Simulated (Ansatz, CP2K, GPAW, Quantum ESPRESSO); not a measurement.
# Code comparison for ZrAs (P6_3/mmc, 8 atoms in the cell)

Self-consistent single point, at a second geometry (lattice scaled by 0.98). First geometry:

```
ZrAs
1.0
    3.87005     0.00000     0.00000
   -1.93502     3.35156     0.00000
    0.00000     0.00000    13.02050
Zr As
4 4
Cartesian
  0.00000   2.23438   1.51741
  1.93503   1.11719  11.50309
  1.93503   1.11719   8.02766
  0.00000   2.23438   4.99284
  0.00000   0.00000   0.00000
  0.00000   0.00000   6.51025
  0.00000   2.23438   9.76537
  1.93503   1.11719   3.25512
```

Shared settings, as Ansatz (a first-principles code) writes them: kpoints.mp_grid.grid = 5 5 2; scf.occupations.method = gaussian; scf.occupations.width = 0.0073 Ry. Potentials and cutoffs stand in the table.

```tsv
code	model	ΔF from the first geometry (meV/atom)	pressure (GPa)	largest force (eV/Å)	cutoff
CP2K	PBEsol, GPW, DZVP-MOLOPT-SR-GTH basis, GTH-PBE potentials (GTH_POTENTIALS)	-15.1	1.86	0.163	grid 500 Ry
Quantum ESPRESSO	PBEsol, SSSP 1.1.2 efficiency (PBE) pseudopotentials	-24.5	0.54	0.162	40 Ry
GPAW	PBEsol, GPAW PAW datasets PBEsol (made by gpaw-setup)	-28.8	-0.14	0.161	600 eV
Ansatz	PBEsol, PAW files made with PBE	-27.8	0.07	0.158	30.9 Ry
```

The spread over the programs that give each value: ΔF from the first geometry within 13.7 meV/atom; pressure within 2.00 GPa; largest force within 0.005 eV/Å.

CP2K uses small atom-centred bases, whose incompleteness enters pressures, forces and empty levels differently from a plane-wave cutoff. Ansatz's pressure is given at a fixed set of plane waves, as the other plane-wave codes print theirs. In the pressure, CP2K (by 1.80) lies more than 1 GPa from the median of the plane-wave programs.

The shared mesh is coarse (it stands for a supercell whose shortest vector is 19 Å), so the values are not converged in it.

The starting cell comes from a database of computed structures (which also holds hypothetical and non-ambient phases and stackings), without a prior relaxation at this level. Its lattice was rescaled by a random factor within 2.5 % of one. For this run, on top of that: lattice scaled by 0.98.

Keys are those of Ansatz 0.2.
